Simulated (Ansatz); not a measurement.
A zigzag WS2 nanoribbon, N = 4, bare edges, stretched and compressed along its axis from its relaxed period of 3.136 Å, atoms relaxed at each length.

Computed with PBE (plane waves to 420 eV, PAW; Ansatz, a first-principles code). Mesh 1×1×20. Collinear spin, started with opposed moments, and moments remain. Periodic along z alone, with about 11 Å of vacuum beside it. An idealised model, cut from the flat sheet. Only distortions within the start's symmetry and period were free. Values not marked SOC lack spin–orbit coupling. Fermi–Dirac width 0.05 eV. The two edges differ, and the field of the images 11 Å away isn't corrected. Buckling under compression is shut out by symmetry and the short period. Energies are free energies at a Fermi–Dirac width of 0.05 eV, from the unstrained cell.

```tsv
strain (%)	energy (meV a period)	axial force (nN)
-3.0	+140	-5.19
-1.5	+31	-2.34
0.0	0	0.00
+1.5	+29	+2.02
+3.0	+116	+3.80
+6.0	+424	+6.55
```
